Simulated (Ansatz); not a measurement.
The parent structure is Ti3Al (space group P6_3/mmc, No. 194).

```yaml
crystal:
  lattice:
    - [5.74737, 0.00000, 0.00000]
    - [-2.87369, 4.97737, 0.00000]
    - [0.00000, 0.00000, 4.63190]
  atoms:
    - { symbol: Ti, position: [0.82982, 0.65964, 0.25000] }
    - { symbol: Ti, position: [0.17018, 0.82982, 0.75000] }
    - { symbol: Ti, position: [0.34036, 0.17018, 0.25000] }
    - { symbol: Ti, position: [0.17018, 0.34036, 0.75000] }
    - { symbol: Ti, position: [0.82982, 0.17018, 0.25000] }
    - { symbol: Ti, position: [0.65964, 0.82982, 0.75000] }
    - { symbol: Al, position: [0.33333, 0.66667, 0.25000] }
    - { symbol: Al, position: [0.66667, 0.33333, 0.75000] }
```

Cartesian axes are those of the cell as printed.

Level of theory: r2SCAN in Ansatz (plane waves to 500 eV, PAW, without spin-orbit coupling), earlier PAW set.

Strains are applied to the cell and any free atomic positions relax; under biaxial strain the out-of-plane vector relaxes too.

One change was made to it. Results:

The energy grows by 1.3 meV/atom; the pressure (mean of the normal stresses, compression positive) goes from zero to -1.2 GPa; the shortest interatomic distance increases by 0.015 Å to 2.828 Å.

### Question
Name the change that was made.
A) biaxial strain +0.71 %, plane normal [001], relaxed out of plane
B) biaxial strain +3.09 %, plane normal [001], relaxed out of plane
C) isotropic strain −2.87 %

### Answer
A, biaxial strain +0.71 %, plane normal [001], relaxed out of plane. For comparison, the energy relative to the base in the other runs: biaxial strain +3.09 %, plane normal [001], relaxed out of plane gives +23 meV/atom; isotropic strain −2.87 % gives +50 meV/atom.

Stability against distortions was not tested. All final runs are without spin polarisation.

Ansatz is a program for electronic structure.
